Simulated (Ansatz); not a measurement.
ZrO2, pressure series

The parent structure is ZrO2 in the fluorite structure (space group Fm-3m, No. 225; a = 5.089 Å).

Cell and atoms are relaxed at each pressure.

Levels (all Ansatz, a quantum-chemistry and plane-wave program, PAW, earlier PAW set): r2SCAN (500 eV, without spin-orbit coupling); HSE06 (420 eV, no SOC); HSE06+SOC (420 eV, spin-orbit coupling included).

Band gaps by level, all at the geometries relaxed with r2SCAN:

| case | r2SCAN | HSE06 | HSE06+SOC |
|---|---|---|---|
| base | 3.89 eV | 4.98 eV | 4.98 eV |
| pressure −2 GPa | 3.86 eV | 4.96 eV | 4.96 eV |
| pressure −1 GPa | 3.87 eV | 4.97 eV | 4.97 eV |
| pressure 0.9 GPa | 3.90 eV | 4.99 eV | 5.00 eV |
| pressure 4.5 GPa | 3.94 eV | 5.04 eV | 5.04 eV |
| pressure 9 GPa | 3.99 eV | 5.09 eV | 5.09 eV |
| pressure 15 GPa | 4.05 eV | 5.15 eV | 5.15 eV |
| pressure 22.5 GPa | 4.11 eV | 5.22 eV | 5.22 eV |

Single points use the geometry relaxed with r2SCAN. The hybrid gap comes from the SCF mesh plus the semilocal run's edge points and a few special points and is an upper bound. Differences between runs with and without spin-orbit coupling are approximate. Load acts through the strain it causes; cell and atoms are relaxed under it. Stability against distortions was not tested. Competing high-pressure phases were not computed. This is not the structure that ZrO2 has at room temperature and ambient pressure.
